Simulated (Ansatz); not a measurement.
Input and output of a self-consistent single point for a (111) slab of LuNi4Sn (cut from a parent of space group no. 216; 12 atoms in the cell) (Ansatz, a quantum-chemistry and plane-wave program).

Method: LDA (PW92), default PAW files made with PBE (plane waves; Ansatz).

The change in words: vacuum of 4 angstrom (first run: 14 Å). Reference geometry:
```
CELL_PARAMETERS angstrom
      4.96806     0.00000     0.00000
      2.48403     4.30246     0.00000
      0.00000     0.00000    21.60322
ATOMIC_POSITIONS crystal
  Lu 0.07293 0.07293 0.48821
  Lu 0.40626 0.40626 0.67597
  Ni 0.07348 0.57264 0.41775
  Ni 0.57264 0.07348 0.41775
  Ni 0.40626 0.40626 0.32403
  Ni 0.57264 0.57264 0.41775
  Ni 0.40682 0.90598 0.60552
  Ni 0.90598 0.40682 0.60552
  Ni 0.73959 0.73959 0.51179
  Ni 0.90598 0.90598 0.60552
  Sn 0.07293 0.07293 0.34738
  Sn 0.40626 0.40626 0.53515
```

Reference input (self-consistent single point, DFT, LDA (PW92), plane waves, default PAW files made with PBE): basis.ecutwfc = 420 eV; kpoints.mp_grid.grid = 4 4 1; hamiltonian.xc = lda; hamiltonian.pseudopotentials = {kind: paw} (the program's default PAW files); scf.occupations.method = gaussian; scf.occupations.width = 0.1 eV. This run's input differs from it in these lines:

Ansatz 0.2 input:
```diff
@@ -5,16 +5,16 @@
     - [2.484029, 4.302464, 0.000000]
-    - [0.000000, 0.000000, 21.603219]
+    - [0.000000, 0.000000, 11.603210]
   atoms:
-    - { symbol: Lu, position: [0.072925, 0.072925, 0.488205] }
-    - { symbol: Lu, position: [0.406258, 0.406258, 0.675974] }
-    - { symbol: Ni, position: [0.073485, 0.572645, 0.417753] }
-    - { symbol: Ni, position: [0.572645, 0.073485, 0.417753] }
-    - { symbol: Ni, position: [0.406258, 0.406258, 0.324026] }
-    - { symbol: Ni, position: [0.572645, 0.572645, 0.417753] }
-    - { symbol: Ni, position: [0.406818, 0.905978, 0.605521] }
-    - { symbol: Ni, position: [0.905978, 0.406818, 0.605521] }
-    - { symbol: Ni, position: [0.739592, 0.739592, 0.511795] }
-    - { symbol: Ni, position: [0.905978, 0.905978, 0.605521] }
-    - { symbol: Sn, position: [0.072925, 0.072925, 0.347379] }
-    - { symbol: Sn, position: [0.406258, 0.406258, 0.535147] }
+    - { symbol: Lu, position: [0.072925, 0.072925, 0.478040] }
+    - { symbol: Lu, position: [0.406258, 0.406258, 0.827634] }
+    - { symbol: Ni, position: [0.073485, 0.572645, 0.346870] }
+    - { symbol: Ni, position: [0.572645, 0.073485, 0.346870] }
+    - { symbol: Ni, position: [0.406258, 0.406258, 0.172366] }
+    - { symbol: Ni, position: [0.572645, 0.572645, 0.346870] }
+    - { symbol: Ni, position: [0.406818, 0.905978, 0.696462] }
+    - { symbol: Ni, position: [0.905978, 0.406818, 0.696462] }
+    - { symbol: Ni, position: [0.739592, 0.739592, 0.521960] }
+    - { symbol: Ni, position: [0.905978, 0.905978, 0.696462] }
+    - { symbol: Sn, position: [0.072925, 0.072925, 0.215845] }
+    - { symbol: Sn, position: [0.406258, 0.406258, 0.565438] }
 basis:
```

Log, with long lists cut:

```
SCF iter   1: F=—  HF=-86931.177580 eV  |F-HF|=—  |Δ(HF+E_count)|=         —  Δρ=2.39e-2  dr2=1.57e0  ethr=1.77e-3  ⟨swp⟩=6.0  Hψ=2183  notcnv=0  defer=4
all-band conjugate gradients solve this SCF's bands
preconditioner: auto → LDOS
SCF iter   2: F=—  HF=-86931.385802 eV  |F-HF|=—  |Δ(HF+E_count)|=   2.08e-1  Δρ=4.30e-2  dr2=2.90e0  ethr=7.07e-4  ⟨swp⟩=3.0  Hψ=1124  notcnv=0  defer=58
   [... lines left out ...]
SCF iter   8: F=—  HF=-86931.056704 eV  |F-HF|=—  |Δ(HF+E_count)|=   3.61e-5  Δρ=8.99e-5  dr2=1.55e-5  ethr=1.47e-7  ⟨swp⟩=2.2  Hψ=791  notcnv=0  defer=58
SCF iter   9: F=—  HF=-86931.056555 eV  |F-HF|=—  |Δ(HF+E_count)|=   1.50e-4  Δρ=4.18e-5  dr2=3.54e-6  ethr=6.98e-9  ⟨swp⟩=2.0  Hψ=858  notcnv=0  defer=58
SCF iter  10: F=—  HF=-86931.056554 eV  |F-HF|=—  |Δ(HF+E_count)|=   2.26e-7  Δρ=1.62e-5  dr2=6.52e-7  ethr=1.60e-9  ⟨swp⟩=2.0  Hψ=855  notcnv=0  defer=58
SCF iter  11: F=-86931.056554 eV  HF=-86931.056554 eV  |F-HF|=1.10e-7  |Δ(HF+E_count)|=   5.68e-9  Δρ=6.32e-6  dr2=8.47e-8  ethr=4.50e-11  ⟨swp⟩=11.8  Hψ=3703  notcnv=0
SCF 1 converged in 11 iterations: F = -86931.056554 eV  dr2 = 8.47e-8
Free energy (F): -86931.056554 eV
Internal energy: -86931.009718 eV  (E = F + TS)
E sigma→0 (E₀):  -86931.033136 eV
Entropy (-TS):   -0.046837 eV (-3.903 meV/atom)
Fermi energy:    10.787440 eV
--- Forces (eV/Å), atoms counted from 1 ---
  atom   1  Lu     0.00000000     0.00000000    -0.06908710
  atom   2  Lu    -0.00000000    -0.00000000    -0.86789864
  atom   3  Ni     0.12926136    -0.07462909     0.04406101
  atom   4  Ni     0.00000001     0.14925816     0.04406101
  atom   5  Ni     0.00000000     0.00000000     1.35512178
  atom   6  Ni    -0.12926137    -0.07462907     0.04406101
  atom   7  Ni    -0.16533520     0.09545633    -0.18856865
  atom   8  Ni    -0.00000001    -0.19091265    -0.18856865
   [... lines left out ...]
  atom  12  Sn     0.00000000     0.00000000     0.10661306
--- Stress (GPa, compression-positive) ---
      -14.370351      -0.000000      -0.000000
       -0.000000     -14.370351      -0.000000
       -0.000000      -0.000000     -10.518473
  P = ⅓ Tr σ = -13.0864 GPa (-130.864 kbar)
  The stress holds the Pulay correction. Without it, at fixed plane waves, as pw.x and ABINIT print it: P = -13.1450 GPa
```

The run converged in 11 iterations. Against the reference run the free energy falls by 49.3 meV/atom and the largest force goes from 1.777 to 1.355 eV/Å.

The starting cell comes from a database of computed structures (which also holds hypothetical and non-ambient phases and stackings), without a prior relaxation at this level. The slab is cut from that crystal, and its faces are unrelaxed. Its lattice was rescaled by up to half a per cent. Spin-orbit coupling is off. Spin polarisation is off. The two faces of this cut differ, and no dipole correction was used. Forces in this geometry exceed 1 eV/Å.
